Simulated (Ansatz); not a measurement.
Hypothetical CsCl type SiGe, pressure series

The reference is SiGe in the CsCl type structure (space group Pm-3m, No. 221; a hypothetical phase, not in the database extracts checked).

```
CELL_PARAMETERS angstrom
      3.25162     0.00000     0.00000
      0.00000     3.25162     0.00000
      0.00000     0.00000     3.25162
ATOMIC_POSITIONS crystal
  Ge 0.00000 0.00000 0.00000
  Si 0.50000 0.50000 0.50000
```

Cell and atoms are relaxed at each pressure.

Level of theory: Kohn–Sham DFT with the PBE functional, run in Ansatz (an electronic-structure program) with PAW and 420 eV plane waves, spin-orbit coupling left out.

```
P (GPa)  V (Å³/atom)
-------  -----------
-2.00         17.706
-1.00         17.439
0.30          17.119
0.70          17.027
1.50          16.850
2.99          16.543
4.98          16.168
7.50          15.744
10.00         15.371
```

A third-order Birch–Murnaghan fit to these points gives V₀ = 17.19 Å³/atom, B₀ = 72 GPa and B₀′ = 3.9. At pressure 10 GPa the volume is 89.4 % of V₀.

Load acts through the strain it causes; cell and atoms are relaxed under it. Whether these cells are dynamically stable was not tested. No other phases were tried under pressure. The final runs are not spin-polarised.
